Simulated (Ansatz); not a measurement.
## BP (model structure, started from the BN type, Pm-3n, No. 223, 12 atoms in the cell): properties by level of theory

| level (code) | lattice parameter a (Å) | cohesive energy (eV/atom) |
|---|---|---|
| LDA (Ansatz) | 5.523 | 5.89 |
| PBE (Ansatz) | 5.593 | 5.00 |
| PBEsol (Ansatz) | 5.562 | 5.41 |
| PBE-D3(BJ) (Ansatz) | 5.550 | 5.26 |

Ansatz's density-functional and Hartree–Fock values are scalar-relativistic unless marked +SOC, with PAW data made under PBE.

Free atoms are spin-polarised, in the lowest state found; at levels without +SOC their spin–orbit coupling is left out.

The computed numbers hold no vibrational or temperature effects.

A model structure was made by putting elements into a prototype or built by hand; it is no filed structure, need not be a known phase, and can be a saddle point held by its symmetry.

Ansatz is a program for electronic structure.
